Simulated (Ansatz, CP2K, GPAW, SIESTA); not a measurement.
## Code comparison for ZrIn3 (I4/mmm, 4 atoms in the cell)

Self-consistent single point.

```yaml
crystal:
  lattice:
    - [-2.15006, 2.15006, 4.97804]
    - [2.15006, -2.15006, 4.97804]
    - [2.15006, 2.15006, -4.97804]
  atoms:
    - { symbol: Zr, position: [0.00000, 0.00000, 0.00000] }
    - { symbol: In, position: [0.25000, 0.75000, 0.50000] }
    - { symbol: In, position: [0.75000, 0.25000, 0.50000] }
    - { symbol: In, position: [0.50000, 0.50000, 0.00000] }
```

Shared settings, as Ansatz (a first-principles code) writes them: kpoints.mp_grid.grid = 7 7 7; scf.occupations.method = fermi_dirac; scf.occupations.width = 0.1 eV. Potentials and cutoffs stand in the table.

| code | model | pressure (GPa) | cutoff |
|---|---|---|---|
| CP2K | LDA (Pade form), GPW, DZVP-MOLOPT-SR-GTH basis, GTH-PADE potentials (GTH_POTENTIALS) | -6.23 | grid 500 Ry |
| GPAW | LDA (Perdew-Wang 92), GPAW PAW datasets LDA (gpaw-data 1.0.1) | -7.34 | 550 eV |
| SIESTA | LDA PW92, numerical atomic orbitals DZP, PseudoDojo LDA standard norm-conserving potentials (rewritten from UPF to PSML) | -7.73 | grid 300 Ry |
| Ansatz | LDA (PW92), PAW files made with PBE | -6.59 | default |

The spread over the programs that give each value: pressure within 1.50 GPa.

CP2K and SIESTA use small atom-centred bases, whose incompleteness enters pressures, forces and empty levels differently from a plane-wave cutoff. Ansatz's pressure is given at a fixed set of plane waves, as the other plane-wave codes print theirs.

The starting cell comes from a database of computed structures (which also holds hypothetical and non-ambient phases and stackings), without a prior relaxation at this level. Its lattice was rescaled by a random factor within 2.5 % of one.

Left out of this page: Elk and FLEUR (not drawn, or without a comparable value).

Keys are those of Ansatz 0.2.
